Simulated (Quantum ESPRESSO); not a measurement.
Band structure of AlN (P6_3mc, 12 atoms in the cell).

```
CELL_PARAMETERS angstrom
      3.19449     0.00000     0.00000
     -1.59724     2.76651     0.00000
      0.00000     0.00000    15.67521
ATOMIC_POSITIONS crystal
  Al 0.00000 0.00000 0.00000
  Al 0.00000 0.00000 0.50000
  Al 0.66667 0.33333 0.83325
  Al 0.33333 0.66667 0.33325
  Al 0.66667 0.33333 0.16650
  Al 0.33333 0.66667 0.66650
  N  0.00000 0.00000 0.87460
  N  0.00000 0.00000 0.37460
  N  0.66667 0.33333 0.70785
  N  0.33333 0.66667 0.20785
  N  0.66667 0.33333 0.04150
  N  0.33333 0.66667 0.54150
```

Computed with PBE, GBRV 1.5 ultrasoft (PBE) pseudopotentials (plane waves; Quantum ESPRESSO).

Settings: ecutwfc = 40 Ry; ecutrho = 200 Ry; occupations = smearing; smearing = gauss; degauss = 0.019992 Ry; potentials = {Al: al_pbe_v1.uspp.F.UPF, N: n_pbe_v1.2.uspp.F.UPF}; K_POINTS = automatic 10 10 2 0 0 0; nbnd = 30; conv_thr = 1e-10 Ry; mixing_beta = 0.5.

The starting cell was generated: these elements placed on a structure prototype, without a prior relaxation; it need not be a known phase or ordering of this composition. Its lattice was rescaled by a random factor within 2.5 % of one.

**Question.** Predict the gap along the standard path and the places of the band edges.

**Answer.** The gap along the path is 3.34 eV, direct at Γ to within 0.01 eV.

Levels in eV from the top of the valence band on the SCF mesh, bands 21 to 28:
```csv
point,21,22,23,24,25,26,27,28
Γ,-0.11,0.00,0.00,0.00,3.34,4.74,4.88,6.01
M,-0.88,-0.83,-0.74,-0.50,3.73,4.13,5.28,5.43
K,-1.55,-1.06,-0.99,-0.99,5.55,5.55,5.75,6.19
A,-0.04,-0.04,-0.04,-0.04,3.85,3.85,5.63,5.63
L,-0.84,-0.84,-0.60,-0.60,3.87,3.87,5.48,5.48
H,-1.28,-1.28,-1.06,-1.06,5.59,5.59,5.96,5.96
```
